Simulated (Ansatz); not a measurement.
The starting structures come from a database of crystals and need not be the phases stable at ambient conditions.

By PBEsol, the system below comes out a metal.

Without scattering a metal conducts by its projected Fermi surface.

Data:

```yaml
crystal:
  lattice:
    - [3.79543, 0.00000, 0.00000]
    - [0.00000, 8.73074, 0.00000]
    - [1.89772, 4.36537, 1.89772]
  atoms:
    - { symbol: Nb, position: [0.00000, 0.00000, 0.00000] }
    - { symbol: Ga, position: [0.00000, 0.50000, 0.00000] }
    - { symbol: Ga, position: [0.50000, 0.75000, 0.00000] }
    - { symbol: Ga, position: [0.50000, 0.25000, 0.00000] }
```

Space group of this cell: I4/mmm. The cell is taken as given; by PBEsol its mean pressure is -2.4 GPa.

The current flows along the normal of the first two printed cell vectors, the (100) plane of the conventional cell. No spin-orbit coupling; the value is a mean over 0.1 eV about the Fermi level.

Question: Predict the ballistic conductance per area from PBEsol (Ansatz, a program for electronic structure).

Answer: 0.15 × 10¹⁵ S/m² for both spins.
